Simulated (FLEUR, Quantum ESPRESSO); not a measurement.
A Quantum ESPRESSO input for a self-consistent single point of FeCo (Pm-3m, 2 atoms in the cell) (DFT, PBE, plane waves, PseudoDojo standard norm-conserving (PBE) pseudopotentials):

```fortran
&CONTROL
 calculation = 'scf',
 outdir = './tmp/',
 pseudo_dir = './',
 tprnfor = .true.,
 tstress = .true.,
/
&SYSTEM
 ibrav = 0,
 nat = 2,
 ntyp = 2,
 ecutwfc = 100,
 occupations = 'smearing',
 smearing = 'fd',
 degauss = 0.0036749,
 nspin = 2,
 starting_magnetization(1) = 0.250,
 starting_magnetization(2) = 0.176,
/
&ELECTRONS
 conv_thr = 1.0d-10,
 mixing_beta = 0.4,
/
ATOMIC_SPECIES
Fe    55.8450  Fe.upf
Co    58.9332  Co.upf
ATOMIC_POSITIONS {bohr}
Fe    0.0000000000    0.0000000000    0.0000000000
Co    2.5762674051    2.5762674051    2.5762674051
K_POINTS {automatic}
8 8 8  0 0 0
CELL_PARAMETERS {angstrom}
   2.7266040000     0.0000000000     0.0000000000
   0.0000000000     2.7266040000     0.0000000000
   0.0000000000     0.0000000000     2.7266040000
```

Problem. Write the same calculation as an input for FLEUR.

Solution. One input that does it (others would too):

Input of the input generator:

```
FeCo
&input film=f /
2.7266040000 0.0000000000 0.0000000000
0.0000000000 2.7266040000 0.0000000000
0.0000000000 0.0000000000 2.7266040000
1.8897261246
1.0 1.0 1.0

2
26 0.0000000000 0.0000000000 0.0000000000 : 4.00
27 0.5000000000 0.5000000000 0.5000000000 : 3.00

&comp jspins=2 /
&kpt div1=8 div2=8 div3=8 gamma=t /
&end /
```

```xml
<?xml version="1.0" encoding="UTF-8" standalone="no"?>
<fleurInput fleurInputVersion="0.39">
   <comment>
      FeCo                                                                                                
   </comment>
   <calculationSetup>
      <cutoffs Kmax="3.8" Gmax="11.4" GmaxXC="11.4" numbands="0"/>
      <scfLoop itmax="80" minDistance="0.00001" maxIterBroyd="40" imix="Anderson" alpha="0.05" precondParam="0.0" spinf="2.0"/>
      <coreElectrons ctail="T" frcor="F" kcrel="0" coretail_lmax="0"/>
      <xcFunctional name="pbe" relativisticCorrections="F"/>
      <magnetism jspins="2"/>
      <soc l_soc="F" theta="0.0" phi="0.0" spav="F"/>
      <expertModes spex="0" secvar="F"/>
      <geometryOptimization l_f="T" forcealpha="1.0" forcemix="BFGS" epsdisp="0.00001" epsforce="0.00001"/>
      <ldaU l_linMix="F" mixParam="0.05" spinf="1.0"/>
   </calculationSetup>
   <cell>
      <bzIntegration valenceElectrons="31.0" mode="hist" fermiSmearingEnergy="0.00183747">
         <kPointListSelection listName="default-1"/>
         <!-- k-points included here -->
         <xi:include xmlns:xi="http://www.w3.org/2001/XInclude" href="kpts.xml"> </xi:include>
      </bzIntegration>
      <!-- symmetry operations included here -->
      <xi:include xmlns:xi="http://www.w3.org/2001/XInclude" href="sym.xml"> </xi:include>
      <bulkLattice scale="1.0">
         <bravaisMatrix>
            <row-1>    5.1525348102388584     0.0000000000000000     0.0000000000000000</row-1>
            <row-2>    0.0000000000000000     5.1525348102388584     0.0000000000000000</row-2>
            <row-3>    0.0000000000000000     0.0000000000000000     5.1525348102388584</row-3>
         </bravaisMatrix>
      </bulkLattice>
   </cell>
   <atomSpecies>
      <species name="Iron (Fe) 4.000" element="Fe" atomicNumber="26">
         <mtSphere radius="2.13" gridPoints="735" logIncrement="0.017"/>
         <atomicCutoffs lmax="8" lnonsphr="6"/>
         <electronConfig flipSpins="F">
            <coreConfig>(1s1/2) (2s1/2) (2p1/2) (2p3/2)</coreConfig>
            <valenceConfig>(3s1/2) (3p1/2) (3p3/2) (4s1/2) (3d3/2) (3d5/2)</valenceConfig>
            <stateOccupation state="(3d3/2)" spinUp="2.0" spinDown="0.4"/>
            <stateOccupation state="(3d5/2)" spinUp="3.0" spinDown="0.6"/>
         </electronConfig>
         <energyParameters s="4" p="4" d="3" f="4"/>
         <lo type="SCLO" l="0" n="3" eDeriv="0"/>
         <lo type="SCLO" l="1" n="3" eDeriv="0"/>
      </species>
      <species name="Cobalt (Co3.000" element="Co" atomicNumber="27">
         <mtSphere radius="2.13" gridPoints="735" logIncrement="0.017"/>
         <atomicCutoffs lmax="8" lnonsphr="6"/>
         <electronConfig flipSpins="F">
            <coreConfig>(1s1/2) (2s1/2) (2p1/2) (2p3/2) (3s1/2)</coreConfig>
            <valenceConfig>(3p1/2) (3p3/2) (4s1/2) (3d3/2) (3d5/2)</valenceConfig>
            <stateOccupation state="(3d3/2)" spinUp="2.0" spinDown="0.8"/>
            <stateOccupation state="(3d5/2)" spinUp="3.0" spinDown="1.2"/>
         </electronConfig>
         <energyParameters s="4" p="4" d="3" f="4"/>
         <lo type="SCLO" l="1" n="3" eDeriv="0"/>
      </species>
   </atomSpecies>
   <atomGroups>
      <atomGroup species="Iron (Fe) 4.000">
         <relPos label="                   1">.0000000000 .0000000000 .0000000000</relPos>
         <force calculate="T" relaxXYZ="TTT"/>
      </atomGroup>
      <atomGroup species="Cobalt (Co3.000">
         <relPos label="                   2">1.000/2.000 1.000/2.000 1.000/2.000</relPos>
         <force calculate="T" relaxXYZ="TTT"/>
      </atomGroup>
   </atomGroups>
   <output dos="F" band="F" slice="F">
      <checks vchk="F" cdinf="F"/>
      <bandDOS minEnergy="-.5*Htr" maxEnergy="0.5*Htr" sigma="0.015" storeEVData="T"/>
      <vacuumDOS vacdos="F" integ="F" star="F" nstars="0" locx1="0.0" locy1="0.0" locx2="0.0" locy2="0.0" nstm="0" tworkf="0.0"/>
      <unfoldingBand unfoldBand="F" supercellX="1" supercellY="1" supercellZ="1"/>
      <plotting iplot="0" polar="F">
         <plot TwoD="T" vec1="  1.0  0.0  0.0" vec2="  0.0  1.0  0.0" vec3="  0.0  0.0  1.0" zero="  0.0  0.0  0.0" file="plot"/>
      </plotting>
      <chargeDensitySlicing numkpt="0" minEigenval="0.0" maxEigenval="0.0" nnne="0" pallst="F"/>
      <specialOutput eonly="F"/>
      <magneticCircularDichroism mcd="F" energyLo="-10.0" energyUp="0.0"/>
   </output>
  <!-- We include the file relax.xml here to enable relaxations (see documentation) -->
  <xi:include xmlns:xi="http://www.w3.org/2001/XInclude" href="relax.xml"> <xi:fallback/> </xi:include>
</fleurInput>
```

Basis, cutoffs, solver keys and any potentials are the target program's own. This input uses DFT, PBE, all-electron FLAPW (FLEUR), scalar-relativistic valence. Both were run: size of the net moment 2.22 μB/atom in Quantum ESPRESSO and 2.16 in FLEUR.

On Quantum ESPRESSO: the starting cell comes from a database of computed structures (which also holds hypothetical and non-ambient phases and stackings), without a prior relaxation at this level. Its lattice was rescaled by a random factor within 2.5 % of one. For this run, on top of that: lattice scaled by 0.98. The magnetic order is the one reached from the typed start; others were not searched systematically. With a pressure of about 34 GPa the cell is away from its equilibrium volume at this level.

On FLEUR: the starting cell comes from a database of computed structures (which also holds hypothetical and non-ambient phases and stackings), without a prior relaxation at this level. Its lattice was rescaled by a random factor within 2.5 % of one. For this run, on top of that: lattice scaled by 0.98. The magnetic order is the one reached from the typed start; others were not searched systematically. Values depend on the basis (sphere radii, cutoffs, local orbitals), which need not be converged.
